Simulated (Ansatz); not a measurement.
Input:

```xyz
4
Lattice="3.7835 0.0000 0.0000 -1.8918 3.2766 0.0193 0.0000 0.0712 12.0681" Properties=species:S:1:pos:R:3 pbc="T T T"
La     0.0000     0.0000     0.0000
La     0.0000     0.0356     6.0340
La     0.0000     2.2022     3.0299
La     1.8918     1.1456     9.0575
```

No spin polarisation.

The values are results of r2SCAN (Ansatz, a first-principles code; PAW; 500 eV plane waves; no spin-orbit coupling), not measurements. Settings: 18×18×5 k-points, 0.1 eV Fermi–Dirac smearing.

Predict the band gap and stress.

The band gap is zero. The stress (xx, yy, zz, yz, xz, xy; compression positive) comes out as (0.0, 0.0, 0.0, -0.1, 0.0, 0.0) GPa.

The cells carry an imposed strain or load. No phonon test of stability was made. The cell was made from La (space group P6_3/mmc, No. 194) by this change: tensor shear ε_yz = +0.59 %.
